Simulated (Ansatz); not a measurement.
The parent structure is TiAl (space group P4/mmm, No. 123).

```xyz
2
Lattice="2.8129 0.0000 0.0000 0.0000 2.8129 0.0000 0.0000 0.0000 4.0584" Properties=species:S:1:pos:R:3 pbc="T T T"
Al     1.4065     1.4065     2.0292
Ti     0.0000     0.0000     0.0000
```

Cartesian axes are those of the cell as printed.

All numbers come from r2SCAN in Ansatz (plane waves to 500 eV, PAW, no spin-orbit coupling).

Strains are applied to the cell and any free atomic positions relax.

One change was made to it. Results:

```json
[
 {"quantity": "energy relative to the base (free energy F)", "base": "0 meV/atom", "after": "+21 meV/atom"},
 {"quantity": "pressure (mean of the normal stresses, compression positive)", "base": "0.0 GPa", "after": "7.7 GPa"}
]
```

Task: What was done to the base?
(A) tensor shear ε_yz = +2.52 %
(B) isotropic strain −0.36 %
(C) uniaxial strain ε_yy = +0.75 %
(D) isotropic strain −1.89 %

Result: D, isotropic strain −1.89 %. For comparison, the energy relative to the base in the other runs: tensor shear ε_yz = +2.52 % gives +16 meV/atom; isotropic strain −0.36 % gives +0.7 meV/atom; uniaxial strain ε_yy = +0.75 % gives +0.6 meV/atom.

Without a gap, meshes like the base's 16×16×12 leave anisotropic stresses uncertain by several tenths of a GPa, and small strain energies with them. No phonon test of stability was made. All final runs are without spin polarisation.

Ansatz is a quantum-chemistry and plane-wave program.
